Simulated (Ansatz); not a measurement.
Abridged Ansatz (a quantum-chemistry and plane-wave program) output:

```
Relaxation: its limit of steps is 50 (relax.max_steps)
Pseudopotential: Mo, paw, valence charge 14
Crystal: 1 atoms, lattice volume = 17.488 Å³
Basis set: ecut = 420 eV, 341 PW (Γ), exchange–correlation on 36×36×36 points (8 copies of the dense FFT grid, shifted against one another)
Bands: 11, of which v1, the nominal top of the filled ones, is band 7 counted from 1 (6 counted from 0)
Symmetry: 16 space group operations
k-points: 1183 of 15625
Functional: x = pbesol(κ = 0.804, μ = 0.12345679012345678), c = pbesol(β = 0.046)
SCF iter   1: F=—  HF=-4896.271994 eV  |F-HF|=—  |Δ(HF+E_count)|=         —  Δρ=5.96e-3  dr2=4.64e-3  ethr=1.77e-3  ⟨swp⟩=5.0  Hψ=77007  notcnv=0
SCF iter   2: F=—  HF=-4896.270775 eV  |F-HF|=—  |Δ(HF+E_count)|=   1.22e-3  Δρ=3.04e-3  dr2=1.02e-3  ethr=3.31e-5  ⟨swp⟩=1.8  Hψ=24963  notcnv=0
SCF 1 converged in 7 iterations: F = -4896.270602 eV  dr2 = 2.99e-12
relax step   1: F+E_penalty+E_count = -4896.27060176 eV  Δ(F+E_penalty+E_count) = +0.000e0 eV  max|allowed force component| = 0.000e0 eV/Å  Δτ_max = 0.0000 Å  (7 SCF iters, accepted)
SCF converged after 7 iterations
Free energy (F): -4896.270602 eV
Internal energy: -4896.235545 eV  (E = F + TS)
E sigma→0 (E₀):  -4896.253074 eV
Entropy (-TS):   -0.035056 eV (-35.056 meV/atom)
Fermi energy:    18.208891 eV
--- Forces (eV/Å), atoms counted from 1 ---
  atom   1  Mo    -0.00000000    -0.00000000     0.00000000
--- Stress (GPa, compression-positive) ---
       -2.461122       0.000000       0.000000
        0.000000     -10.628847       0.000000
        0.000000       0.000000      -2.461122
  P = ⅓ Tr σ = -5.1837 GPa (-51.837 kbar)
--- Relaxed structure (1 steps of the walk, 1 accepted, 0 SCFs on fresh bases) ---
  atoms:
    - { symbol: Mo, position: [0.0, 0.0, 0.0] }
```

Question: What was computed, and what are the main results?

Answer: Mo, 1 atom in the cell, with PBEsol (Ansatz, PAW, spin-orbit coupling left out). The last SCF converged to F = -4896.270602 eV, or -4896.2706 eV per atom, at a pressure of -5.18 GPa. The total energy compares only with runs of the same code, potentials and settings.

The cells carry an imposed strain or load. No phonon test of stability was made. The final runs are not spin-polarised. The cell was made from Mo in the simple cubic structure (space group Pm-3m, No. 221; a hypothetical phase, not in the database extracts checked) by this change: uniaxial strain ε_yy = +2.79 %.

Keys are those of Ansatz 0.2.
